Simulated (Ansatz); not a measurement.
**SiC: H interstitial (started 1.97 Å from the nearest host atom), symmetric start**

Consider an 8-atom supercell of SiC (space group P6_3mc, No. 186; a = 3.078 Å, c = 10.077 Å) at its relaxed geometry.

The change: one H atom is added in an open site, starting 1.97 Å from the nearest host atom, atoms relaxed at fixed cell.

Calculations: plane-wave PAW DFT at the r2SCAN level (Ansatz, a quantum-chemistry and plane-wave program, 500 eV), no spin-orbit coupling, earlier PAW set. Settings: 9×9×9 k-points, 0.01 eV Fermi–Dirac smearing.

- Pressure: 5.1 GPa (base 0.0 GPa)
- Largest displacement of a host atom from its site in the perfect cell: 0.06 Å
- Final site of the added atom: 3 Si at 1.88 Å (trigonal pyramidal)

Final structure:

```
Si4HC4
1.0
    3.07776     0.00000     0.00000
   -1.53888     2.66542     0.00000
   -1.53888    -2.66542    10.07734
Si C H
4 4 1
Direct
  0.00047   0.00047   0.00047
  0.49411   0.49411   0.49411
  0.41481   0.08148   0.74815
  0.58039   0.91372   0.24705
  0.81634   0.81634   0.81634
  0.30858   0.30858   0.30858
  0.22228   0.88895   0.55562
  0.39447   0.72781   0.06114
  0.01982   0.35315   0.68648
```

The magnetic state is the one reached from the starting moments; the real material's order can differ, and small cells can't hold many antiferromagnetic ones. The cell is small, so the values are those of an ordered compound at a high defect concentration; dilute-limit values will differ. The mesh was chosen for an insulator and is coarse for the gapless case. The defect started on the symmetric site and kept its symmetry, so it may sit on a saddle. The defect cell is spin-polarised and ends with 0.6 μB, a fractional moment that hangs on the mesh and smearing.
